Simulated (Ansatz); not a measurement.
The reference is LiF in the zinc blende structure (space group F-43m, No. 216; a = 4.3642 Å; a hypothetical phase, not in the database extracts checked).

(Cell as relaxed with PBE.)

Levels (all Ansatz, a first-principles code, PAW): PBE (420 eV, scalar-relativistic without spin-orbit coupling); r2SCAN (500 eV, no spin-orbit coupling).

Each level relaxes its own structure.

```tsv
quantity	PBE	r2SCAN
volume per atom	10.39 Å³	(withheld)
lattice parameter a	4.364 Å	(withheld)
band gap	7.65 eV	(withheld)
gap character	direct at Γ	(withheld)
electron mass	0.82 mₑ	(withheld)
```

Task: Given the PBE results, estimate those of r2SCAN.

Result: 
- volume per atom, r2SCAN: 9.87 Å³
- lattice parameter a, r2SCAN: 4.290 Å
- band gap, r2SCAN: 8.66 eV
- gap character, r2SCAN: direct at Γ
- electron mass, r2SCAN: 0.82 mₑ

PBE's volume per atom lies 0.52 Å³ above r2SCAN's (5.3 %); PBE's lattice parameter a lies 0.074 Å above r2SCAN's (1.7 %); PBE's band gap lies 1.01 eV below r2SCAN's; the two agree on the gap character and electron mass. Neither level is exact; r2SCAN is the comparison here, not a measurement.

Masses are band curvatures over ±0.01 Å⁻¹ around the edge. Whether these cells are dynamically stable was not tested.
